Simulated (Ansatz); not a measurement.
```yaml
crystal:
  lattice:
    - [3.08405, 0.00000, 0.00000]
    - [-1.54202, 2.67086, 0.00000]
    - [0.00000, 0.00000, 11.44478]
  atoms:
    - { symbol: W, position: [0.33333, 0.66667, 0.25000] }
    - { symbol: W, position: [0.66667, 0.33333, 0.75000] }
    - { symbol: S, position: [0.33333, 0.66667, 0.61230] }
    - { symbol: S, position: [0.66667, 0.33333, 0.11230] }
    - { symbol: S, position: [0.66667, 0.33333, 0.38770] }
    - { symbol: S, position: [0.33333, 0.66667, 0.88770] }
```

A single point on WS2 with a change (pressure 4.2 GPa), its geometry relaxed with PBEsol-D3(BJ).

Level of theory: PBEsol (Ansatz, a program for electronic structure; PAW; 420 eV plane waves; noncollinear with spin-orbit coupling). k-mesh 12×12×3 (Γ-centred); smearing 0.05 eV (Fermi–Dirac).

Q: Predict the valence-band top at Γ, gap character, hole mass and band gap.

A: The valence-band top at Γ (three highest Kramers pairs, from the VBM) comes out as 0.00, -1.11, -1.81 eV. The gap character is indirect, Γ → K–Γ (44 % along). The hole mass comes out as 1.1 mₑ along c, 0.37 mₑ across (at Γ) and the band gap comes out as 0.40 eV.

Single points use the geometry relaxed with PBEsol-D3(BJ). Load acts through the strain it causes; cell and atoms are relaxed under it. Masses are band curvatures over ±0.01 Å⁻¹ around the edge. No phonon test of stability was made. The cell was made from WS2 in the 2H-MoS2 type structure (space group P6_3/mmc, No. 194; layered, stacked along the Cartesian z axis) by this change: pressure 4.2 GPa.
